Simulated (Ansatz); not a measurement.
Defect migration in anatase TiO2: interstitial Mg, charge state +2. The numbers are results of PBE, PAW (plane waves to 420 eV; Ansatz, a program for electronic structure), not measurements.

Cell of 108 host sites held at the relaxed PBE lattice; the Γ point alone; Fermi-Dirac width 0.01 eV, spin-restricted; finite-size errors left in. Static, classical nuclei. The charge state is imposed; whether it is stable for some Fermi level was not computed. Sites that were not tried may lie lower.

Barriers: single points on a 2×2×2 k-point mesh shifted by half a step at the bands' geometries.

The step: Mg moves alone to another site (a rearrangement that moves the defect's centre by under 1 Å); the atom moves 0.92 Å along (0.00, 0.00, 0.10) of the unit cell; the moving atom starts with neighbours 2 O at 1.94, 2 O at 1.97, O at 2.12 Å and ends with 2 O at 1.94, 2 O at 1.97, O at 2.12 Å.

**Question.** Predict the migration barrier of this step from PBE, PAW.

**Answer.** 138 meV, the same both ways. At the saddle the moving atom has neighbours 4 O at 1.92 Å. The saddle point's order was not checked, and it lies on a symmetry element of the cell, where a band can be held.
